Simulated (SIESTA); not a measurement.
A working SIESTA input for Ca6Sn2NO (Fm-3m, 10 atoms in the cell) (DFT, GGA PBEsol, numerical atomic orbitals DZP, PseudoDojo PBEsol standard norm-conserving potentials (rewritten from UPF to PSML)):

```
# files in the folder: Ca.psml Sn.psml N.psml O.psml (PseudoDojo PBEsol standard)
SystemName  Ca6Sn2NO
SystemLabel ca6sn2no

NumberOfAtoms                10
NumberOfSpecies              4
%block ChemicalSpeciesLabel
  1 20 Ca
  2 50 Sn
  3 7 N
  4 8 O
%endblock ChemicalSpeciesLabel
LatticeConstant              6.900450 Ang
%block LatticeVectors
     0.000000000    0.707106783    0.707106783
     0.707106783    0.000000000    0.707106783
     0.707106783    0.707106783    0.000000000
%endblock LatticeVectors
AtomicCoordinatesFormat      Ang
%block AtomicCoordinatesAndAtomicSpecies
     7.295416422    4.879355000    4.879355000  1
     2.463293578    4.879355000    4.879355000  1
     4.879355000    7.295416422    4.879355000  1
     4.879355000    2.463293578    4.879355000  1
     4.879355000    4.879355000    7.295416422  1
     4.879355000    4.879355000    2.463293578  1
     2.439677500    2.439677500    2.439677500  2
     7.319032500    7.319032500    7.319032500  2
     4.879355000    4.879355000    4.879355000  3
     0.000000000    0.000000000    0.000000000  4
%endblock AtomicCoordinatesAndAtomicSpecies

XC.functional                GGA
XC.authors                   PBEsol
PAO.BasisSize                DZP
PAO.EnergyShift              0.01 Ry
MeshCutoff                   350 Ry
%block kgrid.MonkhorstPack
    4   0   0  0.0
    0   4   0  0.0
    0   0   4  0.0
%endblock kgrid.MonkhorstPack
OccupationFunction           MP
OccupationMPOrder            0
ElectronicTemperature        100.0 meV

MaxSCFIterations             150
SCF.Mixer.Method             Pulay
SCF.Mixer.Weight             0.2
SCF.Mixer.History            8
SCF.DM.Tolerance             1.0E-05
Diag.ParallelOverK           true
WriteForces                  true
```

The run converged in 15 iterations: free energy E − TS -11315.6059 eV; Fermi level (on the code's own zero) -4.78 eV; pressure 6.31 GPa; largest force (vector length) 0.223 eV/Å. Each of these slips is then made, one at a time:

(1)
```diff
-# files in the folder: Ca.psml Sn.psml N.psml O.psml (PseudoDojo PBEsol standard)
+# files in the folder: Ca.psml Sn.psml N.psml O.psml (PseudoDojo LDA standard)
```

(2)
```diff
-PAO.EnergyShift              0.01 Ry
+PAO.EnergyShift              0.1 Ry
```

(3)
```diff
-MaxSCFIterations             150
+MaxSCFIterations             3
+SCF.MustConverge             false
```

### Question
What happens in each case?

### Answer

(1) Potentials made for another functional. The run converged in 15 iterations without an error; against the sound input the pressure goes from 6.31 to 6.19 GPa and the largest force goes from 0.223 to 0.203 eV/Å. The full log also holds: “xc_check: WARNING: Pseudopotential generated with LDA PW92 functional”.

(2) An energy shift that confines the orbitals too tightly. The run converged in 13 iterations without an error; against the sound input the free energy goes up by 6.73 eV/atom, the pressure goes from 6.31 to -12.85 GPa and the largest force goes from 0.223 to 0.167 eV/Å.

(3) An iteration limit that is too low, with the stop on failure switched off. The run ended unconverged after 3 iterations.

The starting cell comes from a database of computed structures (which also holds hypothetical and non-ambient phases and stackings), without a prior relaxation at this level. Values carry the incompleteness of an atom-centred basis. In the base run, with a pressure of about 6 GPa the cell is away from its equilibrium volume at this level.

Left out of this page: 3 runs of the series outside the window shown, repeating another row's setting, or not comparable.
